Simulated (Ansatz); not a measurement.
Results of PBE0 (Ansatz, a quantum-chemistry and plane-wave program, plane waves, PAW) for AlN (model structure, Fm-3m, No. 225, 6 atoms in the cell; like a known high-pressure phase).

Run with plane-wave cutoff 460 eV, 9×9×4 k mesh (along the axes of the cell as run), Fermi–Dirac smearing 0.01 eV, scalar-relativistic PAW data made under PBE.

The cell is the one relaxed with PBEsol. Conventional cell: a = 4.0453 Å, b = 4.0453 Å, c = 4.0453 Å, α = 90.00°, β = 90.00°, γ = 90.00°.

```
AlN
1.0
    2.86043     0.00000     0.00000
   -1.43022     2.47721     0.00000
    0.00000     0.00000     7.00659
Al N
3 3
Direct
  0.66666   0.00000   0.66667
  0.00000   0.66666   0.33333
  0.33334   0.33334   0.00000
  0.66667   0.00000   0.16667
  0.00000   0.66667   0.83333
  0.33333   0.33333   0.50000
```

List the 15 lowest band energies at Γ above −25 eV (eV, relative to the valence band maximum), grouping those that round alike.

At Γ: -19.21, -17.02 (×2), -6.76 (×2), -0.93 (×4), 0.00 (×3), 7.92, 8.70 (×2).

Note: the run warned that its exchange threshold was loose for the stress; cell and atoms aren't relaxed at this level (pressure -3.1 GPa).

A model structure was made by putting elements into a prototype or built by hand; it is no filed structure, need not be a known phase, and can be a saddle point held by its symmetry.
